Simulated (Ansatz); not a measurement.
Take GaP in the zinc blende structure (space group F-43m, No. 216; a = 5.4390 Å) as the base.

Method: PBEsol/PAW in Ansatz (an electronic-structure program), without spin-orbit coupling, earlier PAW set.

Carriers are added at fixed cell with a uniform background; the Fermi–Dirac width is that of 300 K.

One change was made to it. Results:

The valley order (the lowest conduction-band minima on the path, energy above the VBM, named in the base's zone) becomes a point along ⟨100⟩, about 1.0 Å⁻¹ from Γ 1.49 eV; L along ⟨111⟩ 1.62 eV; Γ 1.81 eV (base: a point along ⟨100⟩, about 1.0 Å⁻¹ from Γ 1.45 eV; L along ⟨111⟩ 1.60 eV; Γ 1.80 eV); the Fermi level relative to the doped band's edge (positive inside the band; to 0.05 eV) comes out as +0.25 eV.

**Question.** Which change produced these results?
A) holes 1.0×10^22 cm⁻³
B) holes 1.0×10^21 cm⁻³
C) electrons 1.0×10^22 cm⁻³

**Answer.** B, holes 1.0×10^21 cm⁻³. For comparison, the Fermi level from band edge in the other runs: holes 1.0×10^22 cm⁻³ gives +0.95 eV; electrons 1.0×10^22 cm⁻³ gives +0.85 eV.

Carriers are added with a uniform compensating background; total energy and stress of such cells depend on the potential's zero and are not compared; many-body gap narrowing is missing at this level. Stability against distortions was not tested.
